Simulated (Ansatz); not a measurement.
Adsorption energy and surface dipole of F on the 1x1 (110) surface of 3C silicon carbide (cut with top plane C + Si), one in a 2x2 cell, started at the site 'over C at depth 1.5 Å', worked from the runs' numbers; total energies count from the potentials' own zero.

Host crystal: 3C silicon carbide, with a band gap (PBE, scalar-relativistic without spin-orbit coupling).

These are PBE (plane waves to 420 eV, PAW; Ansatz, an electronic-structure program) values and carry that method's errors.

Set-up: 49 atoms, 7.7 Å thick at the start under the adsorbate (thin: gaps and levels are the slab's own); mesh 3x3x1; 0.01 eV smearing; dipole correction on; 24 atoms held, the rest relaxed; symmetry of the start imposed; spin-polarised, ending with about 1.0 μB a cell; orders that need a larger cell were not tried, no spin-orbit, no U, no dispersion correction. At the end it is bonded to Si. In PBE it is, or lies within 0.03 eV of, the lowest of the starts that converged.

| quantity | value |
|---|---|
| slab with the adsorbate | -22081.914 eV |
| clean slab, same cell and mesh | -21272.177 eV |
| reference, ½ F2(g) | -805.593 eV |
| area of the cell | 54.26 Å² |
| change of the step from the bottom to the top vacuum level | 0.309 eV |

Task: What is the adsorption energy against this reference?

Result: E(slab + adsorbate) − E(slab) − E(reference) = -4.14 eV, so in this state the adsorbate is more stable than in the reference, at a coverage of 1.84 a nm².

Task: What dipole does adsorption add to the slab along the outward normal (Helmholtz relation, ε₀ = 0.005526 e/(V·Å))?

Result: p = −ε₀·A·ΔV = -0.093 e·Å = -0.45 D; its negative end points to the vacuum, which raises the vacuum level.
